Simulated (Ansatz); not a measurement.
## Li: energy against volume

Li (bcc, Im-3m, 20.252 Å³/atom and stress up to 0.01 GPa in the relaxed cell, cube axes along x, y and z) under an equal strain ε along all three axes. PBEsol in Ansatz, a plane-wave DFT program (PAW, default set), 420 eV, 27×27×27 Γ-centred mesh, Fermi-Dirac smearing 0.10 eV.

Here V stands for volume and E for E less E0.

```
volume (Å³/atom)  E less E0 (meV/atom)  pressure (GPa)
----------------  --------------------  --------------
18.4839                              ?               ?
19.0614                           3.19            0.92
19.3547                           1.76            0.67
19.6509                           0.76            0.44
19.9502                           0.18            0.22
20.2524                           0.00            0.01
20.5577                           0.21           -0.19
20.8661                           0.80           -0.38
21.1775                           1.75           -0.56
21.4921                           3.04           -0.73
```

Task: Using the third-order Birch-Murnaghan form, a cubic in V^(-2/3), estimate the missing E at V = 18.4839 from the other rows, showing the fit.

Result: With u = V^(-2/3) - 0.135, the rows have u = 0.005140, 0.003721, 0.002324, 0.000947, -0.000409, -0.001745, -0.003061, -0.004358, -0.005636. Least squares gives E = 0.014 + 73.4·u + 107123·u² - 220209·u³. Residuals (row less fit): -0.002, 0.001, 0.000, 0.001, -0.002, -0.003, 0.001, 0.003, -0.002; standard error 0.003 (degrees of freedom: 5). Its minimum lies at u = -0.000342, so V0 = (0.134658)^(-3/2) = 20.24. There d²E/du² = 214700 and d³E/du³ = -1321000, so B0 = (4/9) × 20.24^(-7/3) × 214700 × 0.160218 = 13.7 GPa (the last factor turns the table's units into GPa), and B0' = 4 + (2/3) × 0.134658 × (-1321000)/214700 = 3.4. B0' rests on the cubic coefficient alone and has a standard error of 0.1 from these residuals. At the withheld row, u = 0.008044, so E = 0.014 + 73.4 × 0.008044 + 107123 × 0.008044² - 220209 × 0.008044³ = 7.421 meV/atom. The calculation gives 7.41 meV/atom, 0.011 meV/atom below the prediction (0.1 % of the range of E in the table). The row lies outside the fitted rows, so this is an extrapolation. The scatter of the fitted rows lies at the last printed digit.

In a metal these values are sensitive to mesh and smearing; energies are taken to zero smearing, stresses follow the free energy. Other structures, which can take over under pressure, weren't tried. The same form fitted to the pressure column gives B0' = 3.3; series where the two differ by over 0.4 aren't shown. Rows are the converged runs of the series near zero and its far end, less any whose ions stayed unrelaxed beside relaxed ones; series whose fitted rows scatter by over a few per cent of the range, as at a crossing or softening among them, aren't shown in this form.
